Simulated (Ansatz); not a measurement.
SrZrO3: pressure series

Start from SrZrO3 in the cubic perovskite structure (space group Pm-3m, No. 221; a = 4.130 Å).

Cell and atoms are relaxed at each pressure.

All numbers come from PBEsol (Ansatz, a quantum-chemistry and plane-wave program, PAW, no spin-orbit coupling).

| variant | band gap | density |
|---|---|---|
| base | 3.31 eV | 5.35 g/cm³ |
| pressure −2 GPa | (withheld) | (withheld) |
| pressure −1 GPa | 3.29 eV | 5.31 g/cm³ |
| pressure 0.3 GPa | 3.31 eV | 5.36 g/cm³ |
| pressure 0.7 GPa | 3.31 eV | 5.37 g/cm³ |
| pressure 1.5 GPa | (withheld) | 5.40 g/cm³ |
| pressure 3 GPa | 3.34 eV | 5.44 g/cm³ |
| pressure 5 GPa | 3.36 eV | 5.50 g/cm³ |
| pressure 7.5 GPa | 3.39 eV | 5.57 g/cm³ |
| pressure 10 GPa | 3.41 eV | 5.64 g/cm³ |

Fill in the withheld entries from the trend.


- pressure −2 GPa, band gap: 3.28 eV
- pressure −2 GPa, density: 5.28 g/cm³
- pressure 1.5 GPa, band gap: 3.32 eV

Load acts through the strain it causes; cell and atoms are relaxed under it. Whether these cells are dynamically stable was not tested. Competing high-pressure phases were not computed. Many cubic perovskites are stable only at high temperature; tilts and polar distortions were not tested.
